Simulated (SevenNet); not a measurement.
B20 (FeSi-type) MnSi

Computed with the machine-learned potential SevenNet-l3i5 (trained on PBE and PBE+U data).

Cell (relaxed at this level):

```
MnSi
1.0
    4.51897     0.00000     0.00000
    0.00000     4.51897     0.00000
    0.00000     0.00000     4.51897
Mn Si
4 4
Direct
  0.86272   0.63728   0.36272
  0.36272   0.86272   0.63728
  0.13728   0.13728   0.13728
  0.63728   0.36272   0.86272
  0.15481   0.34519   0.65481
  0.65481   0.15481   0.34519
  0.84519   0.84519   0.84519
  0.34519   0.65481   0.15481
```

- lattice parameter a: 4.519 Å
- equilibrium volume per atom: 11.54 Å³/atom

Measured, for comparison: lattice constant a 4.560 Å, equilibrium volume per atom 11.85 Å³/atom (temperature not stated, no zero-point or thermal correction; as tabulated in Wikipedia's data pages). Computed (rounded) less measured: lattice constant a -0.9 %, equilibrium volume per atom -2.6 %. A static lattice is as a rule a little smaller and stiffer than an uncorrected measurement, which narrows the difference in the lattice constant a and would widen misses of the other sign.

A machine-learned potential is trained on density-functional data: it inherits that level's misses and adds fitting errors of its own.
